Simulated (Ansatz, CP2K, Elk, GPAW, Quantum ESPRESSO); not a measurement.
# Code comparison for InSe (P6_3/mmc, 8 atoms in the cell)

Self-consistent single point, at a second geometry (lattice scaled by 0.98). First geometry:

```
InSe
1.0
    3.99242     0.00000     0.00000
   -1.99621     3.45754     0.00000
    0.00000     0.00000    17.21581
In Se
4 4
Direct
  0.33333   0.66667   0.33030
  0.66667   0.33333   0.66970
  0.66667   0.33333   0.83030
  0.33333   0.66667   0.16970
  0.33333   0.66667   0.59732
  0.66667   0.33333   0.40268
  0.66667   0.33333   0.09732
  0.33333   0.66667   0.90268
```

Shared settings, as Ansatz (a first-principles code) writes them: kpoints.mp_grid.grid = 5 5 1; scf.occupations.method = fermi_dirac; scf.occupations.width = 0.01 eV. Potentials and cutoffs stand in the table.

```
code                                                                                     model  ΔF from the first geometry (meV/atom)  pressure (GPa)  largest force (eV/Å)  gap on the mesh (eV)       cutoff
----------------  ----------------------------------------------------------------------------  -------------------------------------  --------------  --------------------  --------------------  -----------
CP2K                   PBE, GPW, DZVP-MOLOPT-SR-GTH basis, GTH-PBE potentials (GTH_POTENTIALS)                                   67.5            8.41                 1.178                 0.777  grid 500 Ry
GPAW                                              PBE, GPAW PAW datasets PBE (gpaw-data 1.0.1)                                   57.9            7.29                 1.016                 0.805       550 eV
Quantum ESPRESSO                                PBE, GBRV 1.5 ultrasoft (PBE) pseudopotentials                                   60.1            7.08                 1.040                 0.790        40 Ry
Elk               PBE, all-electron FP-LAPW, Elk's shipped species files, default APW+lo basis                                   56.8               –                     –                 0.773      default
Ansatz                                                                          PBE, PAW files                                   60.7            7.67                 1.040                 0.812      default
```

For Quantum ESPRESSO (by 0.5 GPa) the energy change implies a higher mean pressure, against the two pressures, than for the other programs: a sign of finite-basis (Pulay) stress.

Size of the force on each atom (eV/Å): Sizes of forces hide their directions.

```csv
code,In1,In2,In3,In4,Se5,Se6,Se7,Se8
CP2K,0.571,0.571,0.571,0.571,1.178,1.178,1.178,1.178
GPAW,0.507,0.507,0.507,0.507,1.016,1.016,1.016,1.016
Quantum ESPRESSO,0.498,0.498,0.498,0.498,1.040,1.040,1.040,1.040
Ansatz,0.485,0.485,0.485,0.485,1.040,1.040,1.040,1.040
```

A dash marks a value that a program does not give, or that is left out as unsure.

Gaps are read on the mesh.

The spread over the programs that give each value: ΔF from the first geometry within 10.7 meV/atom; pressure within 1.33 GPa; largest force within 0.162 eV/Å; gap on the mesh within 0.039 eV.

CP2K uses small atom-centred bases, whose incompleteness enters pressures, forces and empty levels differently from a plane-wave cutoff. Elk treats all electrons, but the usual bases taken here (sphere radii, linearisation, local orbitals, empty states) were not tested for convergence, so the values are no reference for the others. Ansatz's pressure is given at a fixed set of plane waves, as the other plane-wave codes print theirs. In the pressure, CP2K (by 1.12) lies more than 1 GPa from the median of the plane-wave programs. In the force vectors, CP2K (by 0.137) lies more than 0.08 eV/Å from the median of the plane-wave programs.

The starting cell comes from a database of computed structures (which also holds hypothetical and non-ambient phases and stackings), without a prior relaxation at this level. Its lattice was rescaled by a random factor within 2.5 % of one. For this run, on top of that: lattice scaled by 0.98.

Keys are those of Ansatz 0.2.
